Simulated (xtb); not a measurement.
xtb 6.7.1, GFN2-xTB: CSc1cc2sc(/C=C/c3ccc(F)[se]3)cc2s1, 27 atoms. The geometry is a generated start, not checked to be a minimum at this level.

```json
{
  "run_flags": "--grad",
  "method": "GFN2-xTB",
  "--acc": "1 (default)",
  "--etemp (K)": "300 (default)",
  "basis_functions": "105",
  "valence_electrons": "92"
}
```

```xyz
27

C     -6.2394    -0.5267    -3.4311
S     -5.7999    -1.3083    -1.8739
C     -4.1449    -0.8906    -1.4108
C     -3.5106    -1.3206    -0.2851
C     -2.2388    -0.8602    -0.1532
S     -0.8930    -1.0502     1.0736
C      0.3336    -0.0100     0.2426
C      1.6967     0.3627     0.5774
C      2.2237    -0.1075     1.6933
C      3.6013     0.2463     2.0685
C      4.5131     1.0296     1.4351
C      5.7242     1.2229     1.9539
C      6.0872     0.6455     3.1293
F      7.3073     0.7740     3.7582
Se     4.4826    -0.4333     3.7628
C     -0.3169     0.4148    -0.8853
C     -1.5884    -0.0622    -0.9898
S     -2.8945     0.2213    -2.3405
H     -6.7591    -1.2540    -4.1131
H     -5.3905    -0.0908    -3.9783
H     -7.0111     0.2689    -3.2486
H     -3.9793    -1.9762     0.4475
H      2.3226     1.0028    -0.0223
H      1.6361    -0.7528     2.3271
H      4.2162     1.5123     0.4569
H      6.4831     1.8760     1.4248
H      0.1387     1.0664    -1.6189
```

One run each on 1 thread. Values of broydamp tried: 0.02, 0.05, 0.1, 0.2, 0.4 (default), 0.6, 0.8, 1.

### Question
How does the count of SCC iterations change with broydamp, and where is it least?

### Answer
Fewest SCC iterations, within one of each other: 0.2 with 14, 0.4 (default) with 14, 0.6 with 15. The count rises to 22 at 0.02. All converge to one solution.

| broydamp | SCC iterations | end |
|---|---|---|
| 0.02 | 22 | same solution |
| 0.05 | 20 | same solution |
| 0.1 | 17 | same solution |
| 0.2 | 14 | same solution |
| 0.4 (default) | 14 | same solution |
| 0.6 | 15 | same solution |
| 0.8 | 16 | same solution |
| 1 | 16 | same solution |
